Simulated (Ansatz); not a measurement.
Amorphous Ti10Al12O38

It comes from a melt-quench run on a machine-learned potential (CHGNet), relaxed afterwards by DFT. O atoms were pushed apart under 1.9 Å during the dynamics, to hinder bonds among them. The hot cell started wider than the set density and was brought back towards it in steps. It is the lowest in DFT energy of 2 quenches. It is a model cell: composition and starting density were chosen by hand, and all elements were melted together. No dispersion term was used.

Methods: PBE, scalar-relativistic without spin-orbit coupling (Ansatz, a program for electronic structure); r2SCAN, scalar-relativistic without spin-orbit coupling (Ansatz). Geometry, pressure, stress and energy are those of the PBE run. Its sampling: a 2×2×2 Γ-centred mesh; Fermi-Dirac width 0.02 eV; no spin polarisation. Other functionals are single points at the zone centre (r2SCAN at 500 eV), free to take moments where seeds were set. At PBE the levels at both edges of the gap are localised (band-tail or defect states), and the nearest spread-out levels lie 3.4 eV apart at the zone centre.

```json
{
  "number_of_atoms_in_the_cell": "60",
  "Density (held, not predicted)": "3.14 g/cm³",
  "volume_per_atom": "12.42 Å³",
  "Pressure on a 2×2×2 Γ-centred mesh": "-10.1 kbar",
  "Largest force and stress component on that mesh (the relaxation ran on the zone centre alone)": "0.10 eV/Å and 1.1 GPa",
  "Energy relative to anatase TiO2 + corundum (lowest mix at this level among the phases computed, not always the ambient ones)": "0.128 eV/atom",
  "Gap between localised states on a 2×2×2 Γ-centred mesh (PBE)": "2.59 eV",
  "Gap between localised states at the zone centre (PBE)": "2.62 eV",
  "Gap between localised states at the zone centre (r2SCAN)": "2.96 eV"
}
```

Neighbours within Ti-Ti 3.12 Å, Ti-Al 2.89 Å, Ti-O 2.50 Å, Al-Al 2.66 Å, Al-O 2.22 Å, O-O 1.58 Å count as bonded. Two cations that share two anions don't count as bonded, nor two that share one unless they lie closer than Ti-Ti 3.04 Å, Ti-Al 2.81 Å, Al-Al 2.59 Å.

| Property | Result |
|---|---|
| Mean coordination of Ti by anions | 5.20 (1 with 4, 6 with 5, 3 with 6) |
| Mean coordination of Al by anions | 4.42 (7 with 4, 5 with 5) |
| Mean coordination of O | 2.76 (10 with 2, 27 with 3, 1 with 4) |
| Mean Al-O bond | 1.834 Å (spread 0.071 Å, 53 counted) |
| Mean Ti-O bond | 1.958 Å (spread 0.144 Å, 52 counted) |

Its density started from a set value of 3.14 g/cm³. The simulated quench (nominally 140 K/ps over its main leg) is rapid and tends to freeze in more defects than a deposited or slowly cooled glass has. A cell of this size samples the disorder only roughly. The volume was held where the preparation left it and the shape relaxed, at a PBE pressure of -1.0 GPa (tension). Stress components on the final sampling reach 1.1 GPa.
